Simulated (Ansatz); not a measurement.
# Ti, response to strain

Base system: Ti (space group P6/mmm, No. 191; a cell from a computed database, its experimental status unchecked; relaxed with 0.1 eV smearing).

```
CELL_PARAMETERS angstrom
      4.56824     0.00000     0.00000
     -2.28412     3.95621     0.00000
      0.00000     0.00000     2.82641
ATOMIC_POSITIONS crystal
  Ti 0.00000 0.00000 0.00000
  Ti 0.33333 0.66667 0.50000
  Ti 0.66667 0.33333 0.50000
```

Cartesian axes are those of the cell as printed.

Strains are applied to the cell and any free atomic positions relax; under biaxial strain the out-of-plane vector relaxes too; under stress the whole cell relaxes.

All numbers come from plane-wave PAW DFT at the r2SCAN level (Ansatz, a first-principles code, 500 eV), scalar-relativistic without spin-orbit coupling, earlier PAW set.

Notes on the quantities. pressure: mean of the normal stresses, compression positive.

```json
[
 {"variant": "base", "shortest interatomic distance": "4.984 bohr", "pressure": "0.0 GPa", "space group": "P6/mmm (No. 191)"},
 {"variant": "biaxial strain −0.94 %, plane normal [001], relaxed out of plane", "shortest interatomic distance": "4.937 bohr", "pressure": "1.7 GPa", "space group": "P6/mmm (No. 191)"},
 {"variant": "biaxial strain +3.32 %, plane normal [001], relaxed out of plane", "shortest interatomic distance": "5.150 bohr", "pressure": "-5.3 GPa", "space group": "P6/mmm (No. 191)"},
 {"variant": "biaxial strain +3.52 %, plane normal [001], relaxed out of plane", "shortest interatomic distance": "5.160 bohr", "pressure": "-5.6 GPa", "space group": "P6/mmm (No. 191)"},
 {"variant": "biaxial strain +4.21 %, plane normal [001], relaxed out of plane", "shortest interatomic distance": "5.194 bohr", "pressure": "-6.5 GPa", "space group": "P6/mmm (No. 191)"},
 {"variant": "isotropic strain +1.14 %", "shortest interatomic distance": "5.041 bohr", "pressure": "-3.8 GPa", "space group": "P6/mmm (No. 191)"},
 {"variant": "isotropic strain +3.83 %", "shortest interatomic distance": "5.175 bohr", "pressure": "-10.8 GPa", "space group": "P6/mmm (No. 191)"},
 {"variant": "uniaxial stress, 5 GPa compression along z", "shortest interatomic distance": "5.002 bohr", "pressure": "–", "space group": "P6/mmm (No. 191)"},
 {"variant": "tensor shear ε_xz = +1.04 %", "shortest interatomic distance": "4.984 bohr", "pressure": "0.0 GPa", "space group": "C2/m (No. 12)"},
 {"variant": "tensor shear ε_xy = +1.75 %", "shortest interatomic distance": "4.898 bohr", "pressure": "0.0 GPa", "space group": "P2/m (No. 10)"}
]
```

Beyond what the load breaks, stability against distortions was not tested. All final runs are without spin polarisation. This is not the structure that Ti has at room temperature and ambient pressure.
